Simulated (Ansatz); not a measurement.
# Response to strain in Ta

Base system: Ta in the bcc (W type) structure (space group Im-3m, No. 229; relaxed with 0.1 eV smearing).

```cif
data_Ta
_chemical_formula_sum 'Ta1'
_space_group_name_H-M_alt 'P 1'
_space_group_IT_number 1
_cell_length_a 2.87560
_cell_length_b 2.87560
_cell_length_c 2.87560
_cell_angle_alpha 109.471
_cell_angle_beta 109.471
_cell_angle_gamma 109.471
loop_
_space_group_symop_operation_xyz
  'x, y, z'
loop_
_atom_site_label
_atom_site_type_symbol
_atom_site_fract_x
_atom_site_fract_y
_atom_site_fract_z
_atom_site_occupancy
Ta1 Ta 0.00000 0.00000 0.00000 1
```

Strains are applied to the cell and any free atomic positions relax.

Level of theory: PBE, PAW, 420 eV (Ansatz, a first-principles code; without spin-orbit coupling).

Notes on the quantities. energy relative to the base: free energy F.

```csv
change,volume per atom,pressure,energy relative to the base
base,18.30 Å³,0.0 GPa,0 meV/atom
isotropic strain −3.00 %,16.71 Å³,21.0 GPa,+98 meV/atom
isotropic strain −2.50 %,16.97 Å³,17.0 GPa,+67 meV/atom
isotropic strain −2.00 %,17.23 Å³,13.2 GPa,+42 meV/atom
isotropic strain −1.50 %,17.49 Å³,9.6 GPa,+23 meV/atom
isotropic strain −1.00 %,17.76 Å³,6.2 GPa,+10 meV/atom
isotropic strain +0.50 %,18.58 Å³,-2.8 GPa,+2.5 meV/atom
isotropic strain +1.00 %,18.86 Å³,-5.5 GPa,+9.7 meV/atom
isotropic strain +1.50 %,19.14 Å³,-8.0 GPa,+22 meV/atom
isotropic strain +2.00 %,19.43 Å³,-10.3 GPa,+38 meV/atom
```

No phonon test of stability was made. All final runs are without spin polarisation.
